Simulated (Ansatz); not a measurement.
## How the lattice parameter c of SiO₂ (P4₃2₁2, No. 96, 36 atoms in the cell; start mp-559872) moves with the method

No measured value is used here.

```json
[
 {"level (code)": "LDA (Ansatz)", "value (Å)": "(withheld)"},
 {"level (code)": "r²SCAN (Ansatz)", "value (Å)": "8.648"},
 {"level (code)": "r²SCAN+rVV10 (Ansatz)", "value (Å)": "8.331"}
]
```

Fill in the missing entries.


- LDA (Ansatz, a first-principles code), value (Å): 8.303

Cutoffs differ between the levels. Ansatz's density-functional and Hartree–Fock values are scalar-relativistic unless marked +SOC, with PAW data made under PBE.

A start named mp-… is a Materials Project structure, which need not be a measured phase.
